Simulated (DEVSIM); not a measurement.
Device: abrupt CdTe n-p junction, at 300 K.

Layer 1 from the left is CdTe, thickness (μm) 10.0, Nd (cm⁻³) 4.5e15, τn (s) 1.7e-9, τp (s) 1.7e-9. Layer 2 from the left is CdTe, thickness (μm) 180, Na (cm⁻³) 4.1e14, τn (s) 1.7e-9, τp (s) 1.7e-9.

Left contact: ohmic. Right contact: ohmic. Voltage is applied to the left contact. Recombination: SRH at mid-gap. Mobility is μmin + (μ − μmin)/(1 + (N/Nref)^α).

Constants are typed, rounded textbook-type inputs, not results; the design itself was drawn at random and stands for no fabricated device. Values at 300 K.

CdTe: gap (eV) 1.5, affinity (eV) 4.28, permittivity 10.2, Nc (cm⁻³) 8e17, Nv (cm⁻³) 1.8e19, μn (cm²/Vs) 1000, μp (cm²/Vs) 80, μn,min 100, μp,min 10, Nref,n 1e17, Nref,p 1e17, αn 0.6, αp 0.6.

Task: Estimate by hand the built-in potential, the peak field at zero bias, the capacitance at 6 V, and compare with a numerical solution.

Result: 
- Built-in potential: ni = √(Nc Nv) exp(−Eg/2kT) = 954000 cm⁻³ with Eg = 1.500 eV; Vbi = kT/q ln(Na Nd/ni²) = 1.090 V; numerical 1.090 V.
- Peak field at zero bias: depletion approximation: W = √(2εVbi/(qN)) = 1.81 μm with N = 3.76e14 cm⁻³; field = 2Vbi/W = 12100 V/cm; numerical 11800 V/cm (estimate above by 2.3 %).
- Capacitance at 6 V: C = √(qεN / 2(Vbi + |V|)) = 1.96 nF/cm²; numerical 1.97 nF/cm².

DEVSIM, 1D drift-diffusion, Boltzmann statistics, complete ionisation; no tunnelling, impact ionisation, image-force lowering or self-heating.
